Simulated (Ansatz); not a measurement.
Consider Eu in the bcc (W type) structure (space group Im-3m, No. 229; a = 4.4504 Å; ferromagnetic; relaxed with 0.1 eV smearing). Axes: x, y, z lie along the cube axes.

Method: DFT with r2SCAN, PAW potentials and a 500 eV plane-wave cutoff in Ansatz (an electronic-structure program), no spin-orbit coupling.

Before the change:

- Pressure = 0.0 GPa

It is then changed as follows: biaxial strain −3.91 %, plane normal [110], relaxed out of plane (Cartesian); in-plane vectors clamped, the third vector and the atoms free.

Question: How does this affect the energy relative to the base?

Answer: The energy goes up by 14 meV/atom.

Question: What happens to the pressure?

Answer: The pressure (mean of the normal stresses, compression positive) goes from zero to 0.9 GPa.

Other magnetic orders, which the real material may have, were not ruled out. The state of the 4f shell was not checked for lower solutions. No phonon test of stability was made.
